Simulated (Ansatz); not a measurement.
Start from CdS in the zinc blende structure (space group F-43m, No. 216).

```yaml
crystal:
  lattice:
    - [0.00000, 2.87831, 2.87831]
    - [2.87831, 0.00000, 2.87831]
    - [2.87831, 2.87831, 0.00000]
  atoms:
    - { symbol: Cd, position: [0.00000, 0.00000, 0.00000] }
    - { symbol: S, position: [0.25000, 0.25000, 0.25000] }
```

Cartesian axes are those of the cell as printed.

All numbers come from LDA (Ansatz, a first-principles code), no spin-orbit coupling.

Strains are applied to the cell and any free atomic positions relax.

One change was made to it. Results:

```tsv
quantity	base	after
valence-band top at Γ (three highest levels, from the VBM)	0.00, 0.00, 0.00 eV	0.00, 0.00, -0.10 eV
band gap	0.95 eV	0.85 eV
gap character	direct at Γ	direct at Γ
electron mass	0.10 mₑ (at Γ)	0.10 mₑ along z, 0.098 mₑ across (at Γ)
energy relative to the base (free energy F)	0 meV/atom	+5.4 meV/atom
```

### Question
What was done to the base?
A) uniaxial strain ε_zz = −0.50 %
B) uniaxial strain ε_zz = +2.00 %
C) uniaxial strain ε_zz = −2.00 %
D) uniaxial strain ε_zz = +1.50 %
E) uniaxial strain ε_zz = +3.00 %

### Answer
E, uniaxial strain ε_zz = +3.00 %. For comparison, the valence-band top at Γ in the other runs: uniaxial strain ε_zz = −0.50 % gives 0.00, -0.02, -0.02 eV; uniaxial strain ε_zz = −2.00 % gives 0.00, -0.06, -0.06 eV; uniaxial strain ε_zz = +2.00 % gives 0.00, 0.00, -0.06 eV; uniaxial strain ε_zz = +1.50 % gives 0.00, 0.00, -0.05 eV.

Masses are band curvatures over ±0.01 Å⁻¹ around the edge. Stability against distortions was not tested. k-point labels follow each cell's own Brillouin zone.
